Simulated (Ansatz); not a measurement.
BaTiHO$_{2}$ (space group P4/mmm, No. 123; ferromagnetic; a hypothetical phase, not in the database extracts checked)

```xyz
5
Lattice="4.0465 0.0000 0.0000 0.0000 4.0465 0.0000 0.0000 0.0000 3.9857" Properties=species:S:1:pos:R:3 pbc="T T T"
Ba     2.0232     2.0232     1.9929
Ti     0.0000     0.0000     0.0000
O      2.0232     0.0000     0.0000
O      0.0000     2.0232     0.0000
H      0.0000     0.0000     1.9929
```

Calculations: PBE (Ansatz, a quantum-chemistry and plane-wave program; PAW; 420 eV plane waves; no SOC). k-mesh 12×12×12 (Γ-centred); smearing 0.05 eV (Fermi–Dirac).

The volume per atom is 13.05 Å³ and the density is 5.55 g/cm³. The band gap is zero and the magnetic state is ferromagnetic. The total energy comes out as -1921.202 eV/atom (σ→0; compares only within this code and set-up).

The magnetic state is the one reached from the starting moments; the real material's order can differ, and small cells can't hold many antiferromagnetic ones. Stability against distortions was not tested. No Hubbard U is applied, and correlation can decide whether such a compound is a metal.
